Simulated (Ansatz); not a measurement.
Consider KTaO₃ in the cubic perovskite structure (space group Pm-3m, No. 221; a = 3.985 Å).

Method: plane-wave PAW DFT at the PBEsol level (Ansatz, a quantum-chemistry and plane-wave program, 420 eV), without spin-orbit coupling.

| level | band gap |
|---|---|
| PBEsol | 2.14 eV |

Measured: band gap 3.64 eV (temperature not stated; as listed in Burak Himmetoglu, Anderson Janotti, Journal of Physics Condensed Matter (2016)).

Computed minus measured — band gap: PBEsol -1.50 eV. Measured values not marked as corrected hold thermal and zero-point effects that the static-lattice runs lack. A measured gap can be an optical one, lowered by exciton binding. Levels without spin-orbit coupling miss its effect on the gap.

With Ta present, leaving out spin-orbit coupling can change the band edges. Whether these cells are dynamically stable was not tested.
